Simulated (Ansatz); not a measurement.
SrTiO3 (P6₃/mmc, No. 194, 30 atoms in the cell; start mp-776018), treated with PBEsol (plane waves, PAW; Ansatz, a quantum-chemistry and plane-wave program).

Numerical settings: plane-wave cutoff 520 eV, 6×6×4 k mesh (along the axes of the cell as run), Fermi–Dirac smearing 0.01 eV, no spin polarisation, scalar-relativistic PAW data made under PBE.

Cell (relaxed with PBEsol):

```yaml
crystal:
  lattice:
    - [5.54919, 0.00000, 0.00000]
    - [-2.77460, 4.80574, 0.00000]
    - [0.00000, 0.00000, 13.69409]
  atoms:
    - { symbol: Sr, position: [0.66667, 0.33333, 0.60480] }
    - { symbol: Sr, position: [0.33333, 0.66667, 0.39520] }
    - { symbol: Sr, position: [0.33333, 0.66667, 0.10480] }
    - { symbol: Sr, position: [0.66667, 0.33333, 0.89520] }
    - { symbol: Sr, position: [0.00000, 0.00000, 0.75000] }
    - { symbol: Sr, position: [0.00000, 0.00000, 0.25000] }
    - { symbol: Ti, position: [0.66667, 0.33333, 0.34672] }
    - { symbol: Ti, position: [0.33333, 0.66667, 0.65328] }
    - { symbol: Ti, position: [0.33333, 0.66667, 0.84672] }
    - { symbol: Ti, position: [0.66667, 0.33333, 0.15328] }
    - { symbol: Ti, position: [0.00000, 0.00000, 0.50000] }
    - { symbol: Ti, position: [0.00000, 0.00000, 0.00000] }
    - { symbol: O, position: [0.83573, 0.67145, 0.41773] }
    - { symbol: O, position: [0.16427, 0.32855, 0.58227] }
    - { symbol: O, position: [0.16427, 0.83573, 0.91773] }
    - { symbol: O, position: [0.83573, 0.16427, 0.08227] }
    - { symbol: O, position: [0.32855, 0.16427, 0.41773] }
    - { symbol: O, position: [0.67145, 0.83573, 0.58227] }
    - { symbol: O, position: [0.16427, 0.32855, 0.91773] }
    - { symbol: O, position: [0.83573, 0.67145, 0.08227] }
    - { symbol: O, position: [0.83573, 0.16427, 0.41773] }
    - { symbol: O, position: [0.16427, 0.83573, 0.58227] }
    - { symbol: O, position: [0.67145, 0.83573, 0.91773] }
    - { symbol: O, position: [0.32855, 0.16427, 0.08227] }
    - { symbol: O, position: [0.51016, 0.48984, 0.25000] }
    - { symbol: O, position: [0.48984, 0.51016, 0.75000] }
    - { symbol: O, position: [0.02031, 0.51016, 0.75000] }
    - { symbol: O, position: [0.97969, 0.48984, 0.25000] }
    - { symbol: O, position: [0.51016, 0.02031, 0.25000] }
    - { symbol: O, position: [0.48984, 0.97969, 0.75000] }
```

Problem. Estimate the band gap that the calculation returns.

Solution. 
band gap: 1.82 eV

Spin–orbit coupling is not included.

Cost on a shared machine: about 4 core-minutes (a rough figure).

A start named mp-… is a Materials Project structure, which need not be a measured phase.
